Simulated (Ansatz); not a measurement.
A user runs Ansatz (a first-principles code) on Rb2LiSbF6 (Fm-3m, 10 atoms in the cell) and asks whether the run is sound. The aim is a self-consistent single point with DFT, r2SCAN, plane waves, default PAW files made with PBE.

Cell that was meant: a = 6.0865 Å, b = 6.0865 Å, c = 6.0865 Å, α = 60.00°, β = 60.00°, γ = 60.00°.

Part of the input:

Ansatz 0.2 input:
```yaml
    - { symbol: F, position: [0.749100, 0.250900, 0.749100] }
    - { symbol: F, position: [0.250900, 0.250900, 0.749100] }
    - { symbol: F, position: [0.749100, 0.749100, 0.250900] }
basis:
  ecutrho_ratio: 2
kpoints:
  mp_grid:
    grid: [4, 4, 4]
```

Output, abridged:

```
WARN basis.ecutwfc = 500 eV, the default
WARN basis.ecutrho_ratio = 2 (ecutrho = 1000 eV) is below the records' recommended cutoff
   [... lines left out ...]
PAW frozen core: F, regenerated for the run's functional
Initial density: superposition of atomic densities (neutral atoms: chi_scale 0, normalization atom), corrected by the library's trained network
Initial wavefunctions: pseudopotential atomic-orbital guess
Eigensolver: davidson
Functional: x = r2scan, c = r2scan; τ floored in thin density (d = 2e-4 eV/Å³)
SCF iter   1: F=—  HF=-18129.100148 eV  |F-HF|=—  |Δ(HF+E_count)|=         —  Δρ=7.84e-3  dr2=9.00e-2  dr2_τ=1.84e-1  ethr=1.77e-3  ⟨swp⟩=9.8  Hψ=2002  notcnv=0
all-band conjugate gradients solve this SCF's bands
preconditioner: auto → Resta (q_TF=auto, 2.422 Å⁻¹)
   [... lines left out ...]
SCF iter   5: F=—  HF=-18129.269045 eV  |F-HF|=—  |Δ(HF+E_count)|=   4.44e-5  S|Δr|=    0.00e0  Δρ=7.40e-5  dr2=8.63e-6  dr2_τ=6.54e-7  ethr=9.98e-8  ⟨swp⟩=2.0  Hψ=664  notcnv=0  defer=32
SCF iter   6: F=—  HF=-18129.269044 eV  |F-HF|=—  |Δ(HF+E_count)|=   1.41e-6  S|Δr|=    0.00e0  Δρ=2.25e-5  dr2=7.53e-7  dr2_τ=3.79e-8  ethr=1.11e-8  ⟨swp⟩=2.0  Hψ=664  notcnv=0  defer=32
SCF iter   7: F=-18129.269044 eV  HF=-18129.269044 eV  |F-HF|=9.36e-9  |Δ(HF+E_count)|=   3.78e-8  S|Δr|=    0.00e0  Δρ=2.77e-6  dr2=7.91e-9  dr2_τ=6.47e-10  ethr=1.28e-10  ⟨swp⟩=12.4  Hψ=2028  notcnv=0
SCF 1 converged in 7 iterations: F = -18129.269044 eV  dr2 = 7.91e-9
Stability not checked (fill_not_monotonic)
Free energy (F): -18129.269044 eV
Internal energy: -18129.269044 eV  (E = F + TS)
E sigma→0 (E₀):  -18129.269044 eV
Fermi energy:    7.325297 eV
--- Forces (eV/Å), atoms counted from 1 ---
  atom   1  Rb     0.00000000     0.00000000     0.00000000
  atom   2  Rb    -0.00000000    -0.00000000    -0.00000000
  atom   3  Li    -0.00000000    -0.00000000     0.00000000
  atom   4  Sb     0.00000000    -0.00000000     0.00000000
   [... lines left out ...]
  P = ⅓ Tr σ = 1.6015 GPa (16.015 kbar)
  The stress holds the Pulay correction, which leaves out the density cutoff's part. Without it, at fixed plane waves, as pw.x and ABINIT print it …
settings of this run that can trade accuracy for cost: basis.ecutrho_ratio < 4. Do not mix this run's numbers with those of runs without the same settings …
```

Question: Is anything amiss in this input, and did it matter?

Answer: The compared values did not move, but the log warns. The input holds a density cutoff or grid that is too coarse, which can do harm: the charge density holds wave vectors up to twice those of the orbitals (four times the energy cutoff), and augmentation charges need more still. The run converged in 7 iterations, and against the sound input the free energy is nearly the same (within 1 meV/atom), the pressure moves little (1.56 to 1.60 GPa), the largest force hardly changes (0.653 to 0.650 eV/Å) and the gap on the mesh hardly changes (4.545 to 4.546 eV). The full log also holds (shortened here): “WARN basis.ecutrho_ratio = 2 (ecutrho = 1000 eV) is below the records' recommended cutoff”. At a fixed set of plane waves, without the program's Pulay estimate, the pressure is 1.51 GPa against 1.47 GPa.

The sound input it was made from differs as follows (other fixes are possible):
```diff
-basis:
-  ecutrho_ratio: 2
```

With that input, the run converged in 7 iterations: free energy E − TS (on the zero of these files) -18129.2765 eV; top of the valence band (on the code's own zero) 5.05 eV; gap on the k-point mesh 4.54 eV; pressure 1.56 GPa; largest force (vector length) 0.653 eV/Å (DFT, r2SCAN, plane waves, default PAW files made with PBE).

On the sound input: the starting cell was generated: these elements placed on a structure prototype, without a prior relaxation; it need not be a known phase or ordering of this composition. Its lattice was rescaled by a random factor within 2.5 % of one. Spin-orbit coupling is off. Ansatz's pressure includes its estimate of the finite-basis (Pulay) stress.
